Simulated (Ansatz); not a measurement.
Zr_Al in wurtzite AlN (start: the Al site; 96-site cell, 2×2×2 shifted sampling). Calculation: PBE, PAW (plane waves to 420 eV; Ansatz, a program for electronic structure). Total energies of the localised charge states, counted from that of charge +1, and their image corrections (point charge with alignment); the host's valence-band maximum lies at 6.942 eV on the cells' energy zero and its gap is 4.03 eV.

```csv
charge,moment (μB),E − E(first) (eV),correction (eV)
+1,not spin-polarised,0.000,0.444
0,1.0,11.103,0.000
```

Q: Derive the transition levels above the valence-band maximum and say which of them are thermodynamic.

A: A level is the Fermi energy at which two charges have equal formation energy: ε(q/q′) = [E(q′) + corr(q′) − E(q) − corr(q)] / (q − q′) − E_VBM.
ε(+1/0) = [(11.103 + 0.000) − (0.000 + 0.444)] / 1 − 6.942 = 3.72 eV
Thermodynamic levels at least 0.1 eV inside the gap: (+1/0) at 3.72 eV. They hold to tenths of an eV in this cell. Only the charges listed were compared. At charge −1 the carrier sat in host band states, shallow at most. Flagged in the runs: a host whose relaxation on this sampling wasn't shown to rest, a strain field that reaches the edge of the cell.
